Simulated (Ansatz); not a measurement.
Start from Rh in the fcc (Cu type) structure (space group Fm-3m, No. 225; a = 3.8016 Å; relaxed with 0.1 eV smearing). Axes: x, y, z lie along the cube axes.

Computed with r2SCAN, PAW, 500 eV (Ansatz, an electronic-structure program; no spin-orbit coupling), earlier PAW set.

Before the change:

The pressure comes out as 0.0 GPa.

It is then changed as follows: biaxial strain −2.52 %, plane normal [001], relaxed out of plane (Cartesian); in-plane vectors clamped, the third vector and the atoms free.

**Question.** Predict the new ratio −ε⊥/ε∥, pressure and energy relative to the base.

**Answer.** The ratio −ε⊥/ε∥ is 0.92; the pressure (mean of the normal stresses, compression positive) goes from zero to 8.9 GPa; the energy goes up by 27 meV/atom.

Stability against distortions was not tested. The final runs are not spin-polarised.
